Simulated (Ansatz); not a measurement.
## A computed series for TiTe2: thickness series

Consider TiTe₂ in the CdI2 type structure (space group P-3m1, No. 164; a = 3.7840 Å, c = 6.6016 Å; layered, stacked along the Cartesian z axis).

Free-standing slabs (3 atom(s) a layer) normal to the stacking axis with 15 Å of vacuum; in-plane cell relaxed.

Method: r2SCAN+rVV10/PAW in Ansatz (a program for electronic structure), no spin-orbit coupling.

Notes on the quantities. excess energy per area of both faces: slab less bulk energy over the cell's area: twice a surface energy; uncertain by up to 0.2 J/m².

```json
[
 {"case": "base", "in-plane lattice parameter a": "378.4 pm", "excess energy per area of both faces": "–", "shortest interatomic distance": "276.5 pm", "thickness between the outermost nuclei": "–"},
 {"case": "1 layer", "in-plane lattice parameter a": "376.5 pm", "excess energy per area of both faces": "0.36 J/m²", "shortest interatomic distance": "[?]", "thickness between the outermost nuclei": "3.43 Å"},
 {"case": "2 layers", "in-plane lattice parameter a": "[?]", "excess energy per area of both faces": "0.4 J/m²", "shortest interatomic distance": "276.2 pm", "thickness between the outermost nuclei": "10.12 Å"},
 {"case": "3 layers", "in-plane lattice parameter a": "[?]", "excess energy per area of both faces": "0.4 J/m²", "shortest interatomic distance": "276.1 pm", "thickness between the outermost nuclei": "16.80 Å"},
 {"case": "4 layers", "in-plane lattice parameter a": "377.3 pm", "excess energy per area of both faces": "0.4 J/m²", "shortest interatomic distance": "276.1 pm", "thickness between the outermost nuclei": "23.45 Å"}
]
```

Fill in the withheld entries from the trend.


- 1 layer, shortest interatomic distance: 276.8 pm
- 2 layers, in-plane lattice parameter a: 377.0 pm
- 3 layers, in-plane lattice parameter a: 377.1 pm

Slab and bulk use different k-meshes, which limits the precision of the excess energy. Stability against distortions was not tested. The final runs are not spin-polarised.
